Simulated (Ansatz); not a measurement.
Worked example: self-consistent single point of BiN (P1, 4 atoms in the cell) in Ansatz (a quantum-chemistry and plane-wave program).

Level of theory: LDA (PW92), PAW files made with PBE (plane waves; Ansatz).

The change in words: lattice scaled by 0.98. Reference geometry:
```xyz
4
Lattice="3.6137 0.0000 0.0000 0.3459 3.6443 0.0000 0.0768 -0.0019 5.3178" Properties=species:S:1:pos:R:3 pbc="T T T"
Bi     2.7342     3.2926     5.1114
Bi     0.5219     1.2805     2.4448
N      2.8748     3.4595     2.9018
N      0.3427     1.0883     0.2356
```

Reference input (self-consistent single point, DFT, LDA (PW92), plane waves, PAW files made with PBE): kpoints.mp_grid.grid = 5 5 3; hamiltonian.xc = lda; hamiltonian.pseudopotentials = {kind: paw} (the program's default PAW files); scf.occupations.method = fermi_dirac; scf.occupations.width = 0.05 eV. This run's input differs from it in these lines:

```diff
@@ -2,5 +2,5 @@
   lattice:
-    - [3.613745, 0.000000, 0.000000]
-    - [0.345924, 3.644288, 0.000000]
-    - [0.076798, -0.001919, 5.317762]
+    - [3.541470, 0.000000, 0.000000]
+    - [0.339006, 3.571402, 0.000000]
+    - [0.075262, -0.001881, 5.211407]
   atoms:
```

Output, abridged:

```
SCF iter   1: F=—  HF=-24921.837352 eV  |F-HF|=—  |Δ(HF+E_count)|=         —  Δρ=6.84e-2  dr2=4.32e0  ethr=3.10e-3  ⟨swp⟩=6.1  Hψ=4257  notcnv=0
all-band conjugate gradients solve this SCF's bands
preconditioner: auto → Resta (q_TF=auto, 2.510 Å⁻¹)
SCF iter   2: F=—  HF=-24921.004905 eV  |F-HF|=—  |Δ(HF+E_count)|=   8.32e-1  Δρ=2.88e-2  dr2=7.73e-1  ethr=3.10e-3  ⟨swp⟩=2.1  Hψ=1536  notcnv=0
   [... lines left out ...]
SCF iter   4: F=—  HF=-24920.820852 eV  |F-HF|=—  |Δ(HF+E_count)|=   3.43e-3  Δρ=6.14e-4  dr2=1.96e-4  ethr=4.12e-5  ⟨swp⟩=2.2  Hψ=1364  notcnv=0
SCF iter   5: F=—  HF=-24920.820889 eV  |F-HF|=—  |Δ(HF+E_count)|=   3.74e-5  Δρ=1.87e-4  dr2=1.89e-5  ethr=4.90e-7  ⟨swp⟩=2.2  Hψ=1472  notcnv=0
SCF iter   6: F=—  HF=-24920.820885 eV  |F-HF|=—  |Δ(HF+E_count)|=   3.96e-6  Δρ=2.86e-5  dr2=4.64e-7  ethr=4.73e-8  ⟨swp⟩=2.9  Hψ=1740  notcnv=0
SCF iter   7: F=-24920.820885 eV  HF=-24920.820885 eV  |F-HF|=8.52e-9  |Δ(HF+E_count)|=   2.15e-8  Δρ=5.29e-6  dr2=1.87e-8  ethr=2.50e-10  ⟨swp⟩=5.8  Hψ=4033  notcnv=0
SCF 1 converged in 7 iterations: F = -24920.820885 eV  dr2 = 1.87e-8
Free energy (F): -24920.820885 eV
Internal energy: -24920.820884 eV  (E = F + TS)
E sigma→0 (E₀):  -24920.820885 eV
Entropy (-TS):   -0.000001 eV (-0.000 meV/atom)
Fermi energy:    13.551409 eV
--- Forces (eV/Å), atoms counted from 1 ---
  atom   1  Bi    -0.50278544    -0.56771673     0.42311944
  atom   2  Bi     0.58118294     0.51305047     0.38604236
  atom   3  N     -0.37555051    -0.25606008    -0.40301019
  atom   4  N      0.29714958     0.31072978    -0.40619223
--- Stress (GPa, compression-positive) ---
        9.824989      -0.309877      -0.418074
       -0.309877       9.308661      -0.016670
       -0.418074      -0.016669       8.786792
  P = ⅓ Tr σ = 9.3068 GPa (93.068 kbar)
  The stress holds the Pulay correction. Without it, at fixed plane waves, as pw.x and ABINIT print it: P = 9.0796 GPa
```

The run converged in 7 iterations. Against the reference run the free energy goes up by 30.9 meV/atom, the pressure goes from 0.75 to 9.31 GPa, the largest force goes from 0.290 to 0.868 eV/Å and the gap on the mesh goes from 1.159 to 1.184 eV.

The starting cell comes from a database of computed structures (which also holds hypothetical and non-ambient phases and stackings), without a prior relaxation at this level. Its lattice was rescaled by a random factor within 2.5 % of one. For this run, on top of that: lattice scaled by 0.98. Spin-orbit coupling is off. With a pressure of about 9 GPa the cell is away from its equilibrium volume at this level. Ansatz's pressure includes its estimate of the finite-basis (Pulay) stress.

Keys are those of Ansatz 0.2.
